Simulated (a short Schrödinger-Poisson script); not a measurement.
Structure: symmetric double-gate stack, SiO2 on p-type Si(111), at 400 K.

| layer | material | thickness (nm) | Na (cm⁻³) |
|---|---|---|---|
| 1 | SiO2 | 2.3 | - |
| 2 | Si | 3 | 7e16 |
| 3 | SiO2 | 2.3 | - |

Constants are typed, rounded textbook-type inputs, not results; the design itself was drawn at random and stands for no fabricated device. SiO2: permittivity 3.9, conduction-band edge (eV) 3.15, gap (eV) 9, electron mass (mₑ) 0.5. Si: permittivity 11.7, conduction-band edge (eV) 0, gap (eV) 1.124, Nv at 300 K (cm⁻³) 3.1e19.

Channel valleys (confinement mass, in-plane density-of-states mass, number): Δ6 0.258, 0.358, 6. At the gates, both at one voltage, the conduction-band edge of layer 1 lies 3.67 eV − eVg above the Fermi level of the channel. Gaps are held at their typed values at every temperature. Mesh 0.03 nm at interfaces.

Solved with a short Schrödinger-Poisson script written for these runs: 1D Poisson equation in equilibrium, electrons quantum, Hartree (BenDaniel-Duke, 12 states a valley, the channel's in-plane mass for all, wave functions free to enter the dielectric), parabolic valleys, classical holes, full ionisation, no traps, pinning or gate leakage.

**Question.** List the lowest subbands of each valley and their electrons at Vg = 2 V.

**Answer.** 
| valley | subband | energy from the Fermi level (meV) | electrons (cm⁻²) | share (%) |
|---|---|---|---|---|
| Δ6 | 0 | -3.6 | 2.31e13 | 100.0 |
| Δ6 | 1 | 297.3 | 5.55e9 | 0.0 |
| Δ6 | 2 | 863.1 | < 1e6 | 0.0 |

All electrons: 2.31e13 cm⁻².
